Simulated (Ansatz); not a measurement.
Start from GaN in the wurtzite structure (space group P6_3mc, No. 186).

```xyz
4
Lattice="3.1518 0.0000 0.0000 -1.5759 2.7295 0.0000 0.0000 0.0000 5.1383" Properties=species:S:1:pos:R:3 pbc="T T T"
Ga     0.0000     1.8197     0.0015
Ga     1.5759     0.9098     2.5707
N      0.0000     1.8197     1.9356
N      1.5759     0.9098     4.5048
```

Cartesian axes are those of the cell as printed.

The values are results of LDA in Ansatz (plane waves to 420 eV, PAW, no spin-orbit coupling), not measurements.

It is then changed as follows: uniaxial strain ε_xx = +1.20 %, all other strain components held at zero; the atoms relax in the strained cell.

Question: Predict the stress tensor and what it implies for the stiffness.

Answer: Stress of the strained cell less that of the base (GPa, compression positive):
```
  -4.30    0.00    0.00
   0.00   -1.61    0.00
   0.00    0.00   -1.17
```

Then −Δσ_ii/ε with ε = 0.0120 gives relaxed-ion elastic constants: C11 ≈ 358 GPa, C12 ≈ 134 GPa and C13 ≈ 97 GPa.

Whether these cells are dynamically stable was not tested.

Ansatz is a quantum-chemistry and plane-wave program.
